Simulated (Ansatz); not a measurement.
Mg2O (model structure, started from the Ca2N type, R-3m, No. 166, 3 atoms in the cell)

The numbers are results of PBE-D3(BJ) (Ansatz, an electronic-structure program, plane waves, PAW), not measurements.

Settings: plane-wave cutoff 520 eV, 20×20×20 k mesh, Fermi–Dirac smearing 0.05 eV, scalar-relativistic PAW data made under PBE.

Cell (relaxed at this level):

```xyz
3
Lattice="1.5163 0.8754 4.9661 -1.5163 0.8754 4.9661 0.0000 -1.7509 4.9661" Properties=species:S:1:pos:R:3 pbc="T T T"
Mg     0.0000     0.0000    11.1720
Mg     0.0000     0.0000     3.7262
O      0.0000     0.0000     0.0000
```

```
Item              Value
--------  -------------
band gap  zero (no gap)
```

Note: the relaxation could raise the start's symmetry but not lower it, so the cell can be a saddle point.

Static lattice: no zero-point or thermal effects.

A model structure was made by putting elements into a prototype or built by hand; it is no filed structure, need not be a known phase, and can be a saddle point held by its symmetry.
